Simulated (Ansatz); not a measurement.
A user runs Ansatz (a program for electronic structure) on YInAu (P-62m, 9 atoms in the cell) and asks whether the run is sound. The aim is a self-consistent single point with DFT, LDA (PW92), plane waves, default PAW files made with PBE.

The input file:

Ansatz 0.2 input:
```yaml
crystal:
  lattice:
    - [7.69100000, 0.00000000, 0.00000000]
    - [-3.84550000, 6.66060100, 0.00000000]
    - [0.00000000, 0.00000000, 3.90700000]
  atoms:
    - { symbol: Au, position: [0.33333300, 0.66666700, 0.00000000] }
    - { symbol: Au, position: [0.66666700, 0.33333300, 0.00000000] }
    - { symbol: Y, position: [0.58505000, 0.00000000, 0.50000000] }
    - { symbol: Y, position: [0.41495000, 0.41495000, 0.50000000] }
    - { symbol: Y, position: [0.00000000, 0.58505000, 0.50000000] }
    - { symbol: Au, position: [0.00000000, 0.00000000, 0.50000000] }
    - { symbol: In, position: [0.24505000, 0.00000000, 0.00000000] }
    - { symbol: In, position: [0.75495000, 0.75495000, 0.00000000] }
    - { symbol: In, position: [0.00000000, 0.24505000, 0.00000000] }
basis:
  ecutwfc: 170.0 eV
kpoints:
  mp_grid: { grid: [4, 4, 6] }
hamiltonian:
  xc: lda
  pseudopotentials: { kind: paw }
scf:
  occupations: { method: fermi_dirac, width: 0.1 eV }
output:
  forces: true
  eigenvalues: true
  stress: true
```

Output (repeated stretches shortened):

```
   [... lines left out ...]
Basis set: ecut = 170 eV, 987 PW (Γ)
Bands: 78, of which v1, the nominal top of the filled ones, is band 65 counted from 1 (64 counted from 0)
Symmetry: 12 space group operations
Space group: P-62m (ITA 189), of the structure as read, at distance tolerance 5.8e-5 Å
k-points: 16 of 96 (time reversal used)
PAW frozen core: Au, regenerated for the run's functional, and the local potential with it
PAW frozen core: Y, regenerated for the run's functional, and the local potential with it
PAW frozen core: In, regenerated for the run's functional, and the local potential with it
Initial density: superposition of atomic densities (neutral atoms: chi_scale 0, normalization atom), corrected by the library's trained network
Initial wavefunctions: pseudopotential atomic-orbital guess
Eigensolver: davidson
Functional: x = slater, c = lda
SCF iter   1: F=—  HF=-66070.449013 eV  |F-HF|=—  |Δ(HF+E_count)|=         —  Δρ=2.02e-1  dr2=5.38e1  ethr=1.77e-3  ⟨swp⟩=6.1  Hψ=4066  notcnv=0  defer=2
all-band conjugate gradients solve this SCF's bands
preconditioner: auto → Kerker (q_TF=auto, 2.536 Å⁻¹)
SCF iter   2: F=—  HF=-66050.056148 eV  |F-HF|=—  |Δ(HF+E_count)|=    2.04e1  Δρ=9.82e-2  dr2=1.20e1  ethr=1.77e-3  ⟨swp⟩=2.0  Hψ=2675  notcnv=0  defer=13
   [... lines left out ...]
SCF iter   7: F=—  HF=-66044.333336 eV  |F-HF|=—  |Δ(HF+E_count)|=   1.46e-5  Δρ=2.45e-5  dr2=2.72e-6  ethr=5.21e-8  ⟨swp⟩=2.0  Hψ=1619  notcnv=0  defer=10
SCF iter   8: F=—  HF=-66044.333335 eV  |F-HF|=—  |Δ(HF+E_count)|=   7.16e-7  Δρ=5.03e-6  dr2=1.65e-7  ethr=2.11e-9  ⟨swp⟩=2.0  Hψ=1622  notcnv=0  defer=10
SCF iter   9: F=-66044.333335 eV  HF=-66044.333335 eV  |F-HF|=8.19e-9  |Δ(HF+E_count)|=   3.38e-8  Δρ=1.24e-6  dr2=1.00e-8  ethr=7.75e-11  ⟨swp⟩=6.4  Hψ=3721  notcnv=0
SCF 1 converged in 9 iterations: F = -66044.333335 eV  dr2 = 1.00e-8
Free energy (F): -66044.333335 eV
Internal energy: -66044.242333 eV  (E = F + TS)
E sigma→0 (E₀):  -66044.287834 eV
Entropy (-TS):   -0.091002 eV (-10.111 meV/atom)
Fermi energy:    14.448576 eV
--- Forces (eV/Å), atoms counted from 1 ---
  atom   1  Au     0.00000000     0.00000000     0.00000000
  atom   2  Au    -0.00000000     0.00000000     0.00000000
  atom   3  Y     -0.09073731    -0.00000000    -0.00000000
  atom   4  Y      0.04536866     0.07858082    -0.00000000
  atom   5  Y      0.04536866    -0.07858082     0.00000000
  atom   6  Au     0.00000000    -0.00000000    -0.00000000
  atom   7  In     0.76692306     0.00000000    -0.00000000
  atom   8  In    -0.38346153    -0.66417485     0.00000000
  atom   9  In    -0.38346153     0.66417485     0.00000000
--- Stress (GPa, compression-positive) ---
       -5.533259       0.000000       0.000000
       -0.000000      -5.533259       0.000000
        0.000000       0.000000      -4.813010
  P = ⅓ Tr σ = -5.2932 GPa (-52.932 kbar)
  The stress holds the Pulay correction. Without it, at fixed plane waves, as pw.x and ABINIT print it: P = -541.5027 GPa
```

Task: Can these results be used? Check the input.

Result: The run is not sound. The fault is a basis or grid far too coarse for these potentials. Far below the cutoff that the potentials were made for, the basis cannot represent the orbitals near the nuclei, and energies, forces and above all the stress go wrong. To fix it, restore the cutoff that the potentials need and check convergence. The run converged in 9 iterations without an error; against the sound input the free energy goes up by 18.5 eV/atom, the pressure goes from -2.51 to -5.29 GPa and the largest force goes from 0.914 to 0.767 eV/Å. At a fixed set of plane waves, without the program's Pulay estimate, the pressure is -541.50 GPa against -2.54 GPa.

The sound input it was made from differs as follows (other fixes are possible):
```diff
-basis:
-  ecutwfc: 170.0 eV
```

With that input, the run converged in 7 iterations: free energy E − TS (on the zero of these files) -66210.5691 eV; Fermi level (on the code's own zero) 14.09 eV; pressure -2.51 GPa; largest force (vector length) 0.914 eV/Å (DFT, LDA (PW92), plane waves, default PAW files made with PBE).

On the sound input: the starting cell comes from a database of published, mostly measured structures (it also holds non-ambient and calculated ones), without a prior relaxation at this level. Spin-orbit coupling is off. Ansatz's pressure includes its estimate of the finite-basis (Pulay) stress.
